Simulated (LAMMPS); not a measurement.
LAMMPS 22 Jul 2025, classical MD, EAM (W_zhou.eam.alloy): W, 5488 atoms.

```yaml
task: MD, nve
potential: EAM, W_zhou.eam.alloy
copies_of_the_repeat_unit: 14×14×14
shape (slab and sphere leave vacuum in the box): bulk
steps: 2000
timestep: 2 fs
thermo: 50
newton: on (default)
atom_modify sort (bins of 2 Å where set): 1000 (default)
comm_style: brick (default)
box: 44.3 × 44.3 × 44.3 Å
start: generated bcc lattice, warmed in an untimed run
```

All runs start from one configuration, warmed at this fixed volume for 1000 steps under a thermostat at 600 K. The run at a skin of 2 Å has a mean temperature of 602 K and a mean pressure of 2.1 GPa.

One run each, on a shared machine, so no times are given.

With neigh_modify every 1 delay 0 check yes, skins of 0.1, 0.3, 0.5, 1, 1.5, 2, 3 Å were run. Further schedules:
- skin 1 Å, every 1 delay 10 check yes
- skin 0.3 Å, every 10 delay 0 check yes
- skin 0.3 Å, every 1 delay 10 check yes
- skin 0.3 Å, every 20 delay 0 check no
- skin 2 Å, every 1 delay 10 check yes
- skin 1 Å, every 10 delay 0 check yes
- skin 2 Å, every 10 delay 0 check yes

A schedule rebuilds too seldom if it shows a dangerous build, rebuilds less often than the check at every step does at that skin, or fails.

Problem. Which schedules can miss pairs here, and how do rebuilds depend on the skin?

Solution. With the check at every step the rebuilds are 511 at 0.1 Å, 189 at 0.3 Å, 111 at 0.5 Å, 1 at 1 Å, 0 at 1.5 Å, 0 at 2 Å, 0 at 3 Å. Too seldom: skin 0.3 Å, every 10 delay 0 check yes; skin 0.3 Å, every 1 delay 10 check yes; skin 0.3 Å, every 20 delay 0 check no.

```tsv
setting	rebuilds	dangerous builds	list entries an atom	change of the total energy (meV/atom)
skin 0.1 Å, every 1 delay 0 check yes	511	—	68.0	under 0.001
skin 0.3 Å, every 1 delay 0 check yes	189	—	73.8	under 0.001
skin 0.5 Å, every 1 delay 0 check yes	111	—	83.5	under 0.001
skin 1 Å, every 1 delay 0 check yes	1	—	85.5	under 0.001
skin 1.5 Å, every 1 delay 0 check yes	0	—	107	under 0.001
skin 2 Å, every 1 delay 0 check yes	0	—	130	under 0.001
skin 3 Å, every 1 delay 0 check yes	0	—	166	under 0.001
skin 1 Å, every 1 delay 10 check yes	1	0	85.5	under 0.001
skin 0.3 Å, every 10 delay 0 check yes	127	55	73.8	under 0.001
skin 0.3 Å, every 1 delay 10 check yes	188	78	73.8	under 0.001
skin 0.3 Å, every 20 delay 0 check no	100	not counted	73.8	under 0.001
skin 2 Å, every 1 delay 10 check yes	0	0	130	under 0.001
skin 1 Å, every 10 delay 0 check yes	1	0	85.5	under 0.001
skin 2 Å, every 10 delay 0 check yes	0	0	130	under 0.001
```

Where the energy changes as in the checked runs, the late rebuilds cost nothing that shows in this run. List entries are as LAMMPS prints them (Ave neighs/atom).
